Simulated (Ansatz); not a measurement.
Worked calculations on one periodic cell of amorphous Al₂₈O₄₅B₂: Al28O45B2, 75 atoms, volume 826.2 Å³, made by a melt-quench on the CHGNet potential and relaxed with DFT. O atoms were pushed apart under 1.9 Å during the dynamics, to hinder bonds among them. It is a model cell: composition and starting density were chosen by hand, and all elements were melted together. Cycles of charging were run to anneal it. Computed with PBE, scalar-relativistic without spin-orbit coupling (plane waves to 420 eV, PAW; Ansatz, a program for electronic structure). Sampling: a 2×2×2 Γ-centred mesh; Fermi-Dirac width 0.02 eV; no spin polarisation. Its volume was held where the quench left it, its shape was held as a cube, and it stands at a mean pressure of 1.8 GPa with stress components up to 4.0 GPa; the relaxation ran on the zone centre alone. Its density went from a set 3.01 to 3.01 g/cm³. The cell is small and was quenched far faster than a real film, so it is one sample of the glass.

Count formal charges (Al +3, O -2, B +3). What does the count lead one to expect at the Fermi level, and what does the calculation give?

28 × (+3) + 45 × (-2) + 2 × (+3) = 0. The charges balance, so the anion-derived valence states can be full and a gap can open. On this mesh the highest filled and lowest empty level lie 3.26 eV apart; localised defect or tail levels set that (at the zone centre the more localised edge state sits most on one O atom with neighbours Al 1.73 Å, Al 1.75 Å), and the nearest spread-out levels lie 4.2 eV apart.

Four energies for an added electron at PBE on the zone centre alone (charged cells in a uniform background, spin-polarised): neutral at the neutral geometry -40993.789 eV; charged at the neutral geometry -40985.405 eV; charged and relaxed -40985.600 eV; neutral at the charged geometry -40993.049 eV.

Find the two relaxation energies and their sum, the reorganisation energy.

On charging: -40985.405 − (-40985.600) = 0.195 eV. On discharging: -40993.049 − (-40993.789) = 0.740 eV. The sum is 0.935 eV. The carrier's level spreads over 11 of the 75 atoms' worth, so it counts as partly localised, most on one Al atom with neighbours O 1.76 Å, O 1.76 Å, O 1.81 Å, O 1.84 Å (neutral geometry). The values are uncorrected: the image energy of a point charge in this cell, 2.84 × 14.40 / (2 × 9.4) = 2.2 eV before screening, is screened by electrons alone at the fixed geometry and by ions too after relaxing, and the carrier can be spread before it relaxes, so each term can be off by up to that value times 1/ε∞, some tenths of an eV. PBE's self-interaction favours spread-out carriers, so a hybrid can localise more.

Four energies for a hole at PBE on the zone centre alone (charged cells in a uniform background, spin-polarised): neutral at the neutral geometry -40993.789 eV; charged at the neutral geometry -40998.600 eV; charged and relaxed -40998.876 eV; neutral at the charged geometry -40993.332 eV.

Find the two relaxation energies and their sum, the reorganisation energy.

On charging: -40998.600 − (-40998.876) = 0.276 eV. On discharging: -40993.332 − (-40993.789) = 0.457 eV. The sum is 0.733 eV. The carrier's level spreads over 5 of the 75 atoms' worth, so it counts as localised, most on one O atom with neighbours Al 1.73 Å, Al 1.74 Å (neutral geometry). The values are uncorrected: the image energy of a point charge in this cell, 2.84 × 14.40 / (2 × 9.4) = 2.2 eV before screening, is screened by electrons alone at the fixed geometry and by ions too after relaxing, and the carrier can be spread before it relaxes, so each term can be off by up to that value times 1/ε∞, some tenths of an eV. PBE's self-interaction favours spread-out carriers, so a hybrid can localise more.
